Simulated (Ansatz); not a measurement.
# Several settings converged on ZnSb2 (P2, 6 atoms in the cell)

```
CELL_PARAMETERS angstrom
      6.79981     0.00000     0.00000
      0.00000     6.79981     0.00000
      0.00000     0.00000     3.21039
ATOMIC_POSITIONS crystal
  Zn 0.50000 0.50000 0.51557
  Zn 0.00000 0.00000 0.00000
  Sb 0.85289 0.35289 0.25000
  Sb 0.35289 0.14711 0.75000
  Sb 0.14711 0.64711 0.25000
  Sb 0.64711 0.85289 0.75000
```

Base method: PBEsol, default PAW files made with PBE (plane waves; Ansatz, a program for electronic structure).

Base settings: basis.ecutwfc = 420 eV; kpoints.mp_grid.grid = 3 3 7; hamiltonian.xc = pbesol; hamiltonian.pseudopotentials = {kind: paw} (the program's default PAW files); scf.occupations.method = gaussian; scf.occupations.width = 0.1 eV.

The count of work is k-points × plane waves × bands × iterations; it is no time. Core times come from one kind of shared machine, to one figure; runs under 30 s give none.

**The k-point mesh**

Only quantities that move along the ladder and can be compared are tabulated.

```csv
kpoints.mp_grid.grid,free energy less the last step's (meV/atom),pressure (GPa),largest difference of a force vector from the last step's (eV/Å),count of work / last
1 1 2,-563.48,-4.92,0.369,0.014
2 2 3,-60.28,-1.01,0.090,0.057
2 2 4,105.06,-0.55,0.680,0.086
3 3 5,3.28,-0.91,0.028,0.11
3 3 7,-24.94,-0.63,0.236,0.12
4 4 7,-3.77,-0.58,0.158,0.29
6 6 12,0.00,-0.89,0.000,1.0
```

Coarsest kpoints.mp_grid.grid that holds the pressure within 1 GPa of the last step, with all finer ones: 2 2 3, at 0.057 of the last step's count of work; the step before is off by 4.0 GPa.

Coarsest kpoints.mp_grid.grid that holds the forces within 0.02 eV/Å: not settled: the last two steps still differ by 0.16 eV/Å, over half the tolerance, so the ladder does not show it.

Coarsest kpoints.mp_grid.grid that holds the free energy within 5 meV/atom: not settled: the last two steps still differ by 3.8 meV/atom, over half the tolerance, so the ladder does not show it.

**The k-point mesh at a smearing width of 0.02 eV**

In this ladder: scf.occupations.width = 0.02 eV.

Only quantities that move along the ladder and can be compared are tabulated.

| kpoints.mp_grid.grid | free energy less the last step's (meV/atom) | pressure (GPa) | largest difference of a force vector from the last step's (eV/Å) | count of work / last | core time / last (rough) |
|---|---|---|---|---|---|
| 2 2 4 | 113.27 | -0.76 | 0.690 | 0.044 | – |
| 3 3 6 | -10.30 | -0.71 | 0.283 | 0.065 | – |
| 5 5 9 | -2.19 | -0.98 | 0.075 | 0.21 | 0.2 |
| 7 7 14 | -1.79 | -0.87 | 0.029 | 0.65 | 0.7 |
| 8 8 16 | 0.00 | -0.87 | 0.000 | 1.0 | 1 |

Coarsest kpoints.mp_grid.grid that holds the forces within 0.02 eV/Å: not settled: the last two steps still differ by 0.029 eV/Å, over half the tolerance, so the ladder does not show it.

Coarsest kpoints.mp_grid.grid that holds the pressure within 0.1 GPa of the last step, with all finer ones: 7 7 14; the step before is off by 0.11 GPa.

Coarsest kpoints.mp_grid.grid that holds the free energy within 5 meV/atom of the last step, with all finer ones: 5 5 9, at 0.21 of the last step's count of work and about 0.2 of the last step's time; the step before is off by 10 meV/atom.

**The k-point mesh at a smearing width of 0.3 eV**

In this ladder: scf.occupations.width = 0.3 eV.

Only quantities that move along the ladder and can be compared are tabulated.

```tsv
kpoints.mp_grid.grid	free energy less the last step's (meV/atom)	pressure (GPa)	largest difference of a force vector from the last step's (eV/Å)	count of work / last	core time / last (rough)
2 2 4	109.45	-0.34	0.601	0.039	–
3 3 6	-16.16	-0.78	0.173	0.065	–
5 5 9	-4.36	-0.88	0.063	0.21	0.2
7 7 14	-1.41	-0.81	0.009	0.65	0.7
8 8 16	0.00	-0.81	0.000	1.0	1
```

Coarsest kpoints.mp_grid.grid that holds the forces within 0.02 eV/Å of the last step, with all finer ones: 7 7 14; the step before is off by 0.063 eV/Å.

Coarsest kpoints.mp_grid.grid that holds the pressure within 0.1 GPa of the last step, with all finer ones: 3 3 6, at 0.065 of the last step's count of work; the step before is off by 0.47 GPa.

Coarsest kpoints.mp_grid.grid that holds the free energy within 5 meV/atom of the last step, with all finer ones: 5 5 9, at 0.21 of the last step's count of work and about 0.2 of the last step's time; the step before is off by 16 meV/atom.

On the base run: the starting cell comes from a database of computed structures (which also holds hypothetical and non-ambient phases and stackings), without a prior relaxation at this level. Its lattice was rescaled by up to half a per cent. One atom was moved a little off its site on purpose. Ansatz's pressure includes its estimate of the finite-basis (Pulay) stress. The run gives no clean gap (levels at the Fermi energy touch, overlap or are partly filled at this smearing), which alone does not show that the compound is a metal.

Keys are those of Ansatz 0.2.
